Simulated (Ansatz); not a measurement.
ZnSe under a change: biaxial strain −1.50 %, plane normal [001], relaxed out of plane

Consider ZnSe in the zinc blende structure (space group F-43m, No. 216; a = 5.633 Å). Axes: x, y, z lie along the cube axes.

Now apply this change: compressive biaxial strain of 1.50 % in the plane normal to [001], as in epitaxy on a mismatched substrate; the out-of-plane cell vector and the atoms relax.

All numbers come from PBEsol (Ansatz, a first-principles code), scalar-relativistic without spin-orbit coupling. k-mesh 10×10×10 (Γ-centred); smearing 0.05 eV (Fermi–Dirac).

```json
[
 {"quantity": "space group", "base": "F-43m (No. 216)", "changed": "I-4m2 (No. 119)", "shift": "–"},
 {"quantity": "energy relative to the base (free energy F)", "base": "0 meV/atom", "changed": "+2.6 meV/atom", "shift": "+2.6 meV/atom"},
 {"quantity": "band gap", "base": "1.24 eV", "changed": "1.24 eV", "shift": "0.00 eV"},
 {"quantity": "gap character", "base": "direct at Γ", "changed": "direct at Γ", "shift": "–"},
 {"quantity": "electron mass", "base": "0.091 mₑ (at Γ)", "changed": "0.093 mₑ (at Γ)", "shift": "–"},
 {"quantity": "valence-band top at Γ (three highest levels, from the VBM)", "base": "0.00, 0.00, 0.00 eV", "changed": "0.00, 0.00, -0.13 eV", "shift": "–"},
 {"quantity": "valley order (the lowest conduction-band minima on the path, energy above the VBM, named in the base's zone)", "base": "Γ 1.24 eV; L along ⟨111⟩ 2.48 eV", "changed": "Γ 1.24 eV; L along [111] 2.44 eV; X along [010] 2.68 eV", "shift": "–"},
 {"quantity": "out-of-plane strain", "base": "–", "changed": "+1.77 %", "shift": "–"},
 {"quantity": "ratio −ε⊥/ε∥", "base": "–", "changed": "1.18", "shift": "–"},
 {"quantity": "mean in-plane stress (compression positive)", "base": "–", "changed": "+1.2 GPa", "shift": "–"}
]
```

Masses are band curvatures over ±0.01 Å⁻¹ around the edge. Stability against distortions was not tested. k-point labels follow each cell's own Brillouin zone.
